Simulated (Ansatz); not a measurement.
## A computed series for hypothetical anti-CdI2 type W2N: response to strain

The reference is W$_{2}$N in the anti-CdI2 type structure (space group P-3m1, No. 164; a hypothetical phase, not in the database extracts checked; relaxed with 0.1 eV smearing).

```
CELL_PARAMETERS angstrom
      2.80311     0.00000     0.00000
     -1.40156     2.42756     0.00000
      0.00000     0.00000     5.29891
ATOMIC_POSITIONS crystal
  N  0.00000 0.00000 0.00000
  W  0.33333 0.66667 0.26916
  W  0.66667 0.33333 0.73084
```

Cartesian axes are those of the cell as printed.

Strains are applied to the cell and any free atomic positions relax; under biaxial strain the out-of-plane vector relaxes too; under stress the whole cell relaxes.

Method: DFT with PBEsol, PAW potentials and a 420 eV plane-wave cutoff in Ansatz (a quantum-chemistry and plane-wave program), scalar-relativistic without spin-orbit coupling.

Notes on the quantities. energy relative to the base: free energy F.

```tsv
case	shortest interatomic distance	energy relative to the base
base	2.157 Å	0 meV/atom
biaxial strain −0.68 %, plane normal [001], relaxed out of plane	2.157 Å	–
uniaxial strain ε_zz = +1.59 %	2.170 Å	+4.4 meV/atom
uniaxial stress, 5 GPa compression along z	2.148 Å	+4.4 meV/atom
uniaxial stress, 1 GPa tension along z	2.159 Å	+0.1 meV/atom
```

Beyond what the load breaks, stability against distortions was not tested. The final runs are not spin-polarised. An odd electron count without spin: W2N.
